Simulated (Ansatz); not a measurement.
Density of states of Ni2Ge (P6_3/mmc) near the Fermi level, PBEsol, rigid bands (Ansatz, a first-principles code).

(E − E_F (eV), states/eV/cell): (-1.95, 12.1); (-1.85, 11.5); (-1.75, 10.1); (-1.65, 7.71); (-1.55, 10.1); (-1.45, 16.0); (-1.35, 21.0); (-1.25, 25.1); (-1.15, 17.4); (-1.05, 10.1); (-0.95, 6.24); (-0.85, 7.07); (-0.75, 5.78); (-0.65, 5.98); (-0.55, 6.47); (-0.45, 2.87); (-0.35, 2.78); (-0.25, 3.57); (-0.15, 4.47); (-0.05, 4.27); (0.05, 3.46); (0.15, 2.96); (0.25, 2.46); (0.35, 2.19); (0.45, 2.01); (0.55, 1.88); (0.65, 1.78); (0.75, 1.87); (0.85, 2.00); (0.95, 2.23); (1.05, 2.53); (1.15, 2.52); (1.25, 2.24); (1.35, 2.01); (1.45, 1.85); (1.55, 1.75); (1.65, 1.72); (1.75, 1.79); (1.85, 1.91); (1.95, 2.13)

Problem. With 6 atoms a cell, what bare Sommerfeld coefficient γ = (π²/3) k_B² N(E_F) follows?

Solution. N(E_F) ≈ 3.9 states/eV a cell at 300 K, so γ ≈ 1.52 mJ/(mol of atoms·K²), before many-body enhancement (phonons, spin fluctuations, correlation).

Problem. How far does the Fermi level move in a rigid band for 0.1 electron a cell added or removed?

Solution. 27 meV and -25 meV.

A metal at this level (no band gap); rigid bands, thermally averaged at 300 K, both spins. Spin-orbit coupling is left out. Geometry: cell and atoms relaxed with PBEsol.

Computed structure with no diffraction record at hand here (it may be known, metastable or hypothetical): Ni2Ge (P6_3/mmc). Treated as nonmagnetic (a ferromagnetic start lost its moment, other orders weren't tried): Ni2Ge (P6_3/mmc).
